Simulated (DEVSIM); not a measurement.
System: abrupt GaAs p-n junction, at 300 K.

Layer 1 from the left is GaAs, thickness (μm) 4.10, Na (cm⁻³) 3.3e17, τn (s) 9.2e-9, τp (s) 9.2e-9. Layer 2 from the left is GaAs, thickness (μm) 200, Nd (cm⁻³) 1.6e15, τn (s) 9.2e-9, τp (s) 9.2e-9.

Left contact: ohmic. Right contact: ohmic. Voltage is applied to the left contact. Recombination: SRH at mid-gap, radiative. Mobility is μmin + (μ − μmin)/(1 + (N/Nref)^α).

Constants are typed, rounded textbook-type inputs, not results; the design itself was drawn at random and stands for no fabricated device. Values at 300 K.

GaAs: gap (eV) 1.424, affinity (eV) 4.07, permittivity 12.9, Nc (cm⁻³) 4.7e17, Nv (cm⁻³) 9e18, μn (cm²/Vs) 8500, μp (cm²/Vs) 400, μn,min 500, μp,min 20, Nref,n 6e16, Nref,p 1.5e17, αn 0.39, αp 0.38, B (cm³/s) 2e-10.

Estimate by hand the built-in potential, the peak field at zero bias, the capacitance at -3 V, and compare with a numerical solution.


- Built-in potential: ni = √(Nc Nv) exp(−Eg/2kT) = 2250000 cm⁻³ with Eg = 1.424 eV; Vbi = kT/q ln(Na Nd/ni²) = 1.192 V; numerical 1.192 V.
- Peak field at zero bias: depletion approximation: W = √(2εVbi/(qN)) = 1.03 μm with N = 1.59e15 cm⁻³; field = 2Vbi/W = 23100 V/cm; numerical 35000 V/cm (estimate below by 34 %).
- Capacitance at -3 V: C = √(qεN / 2(Vbi + |V|)) = 5.90 nF/cm²; numerical 5.94 nF/cm² (estimate below by 0.76 %).

Simulated with DEVSIM: 1D drift-diffusion, Boltzmann statistics, complete ionisation; no tunnelling, impact ionisation, image-force lowering or self-heating.
